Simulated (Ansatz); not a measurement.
**Cu₂Se in the anti-fluorite structure (space group Fm-3m, No. 225; a cell from a computed database, its experimental status unchecked)**

Space group Fm-3m (No. 225); a = b = c = 5.7186 Å, α = β = γ = 90.00°

```json
[
 {"atom": "Cu", "site": "8c", "symmetry": "-43m", "x": "0.2500", "y": "0.2500", "z": "0.2500"},
 {"atom": "Se", "site": "4a", "symmetry": "m-3m", "x": "0.0000", "y": "0.0000", "z": "0.0000"}
]
```
(The calculation used a cell of 3 atoms; values per cell refer to that cell.)

Calculations: plane-wave PAW DFT at the PBEsol level (Ansatz, a program for electronic structure, 420 eV), no SOC. k-mesh 14×14×14 (Γ-centred); smearing 0.05 eV (Fermi–Dirac).

```json
{
 "volume_per_atom": "15.58 Å³",
 "density": "7.32 g/cm³",
 "band_gap": "zero",
 "total_energy": "-6200.551 eV/atom (σ→0; compares only within this code and set-up)"
}
```

Stability against distortions was not tested. All final runs are without spin polarisation. A zero or small gap of Cu2Se can be the functional's error rather than a property of the material.
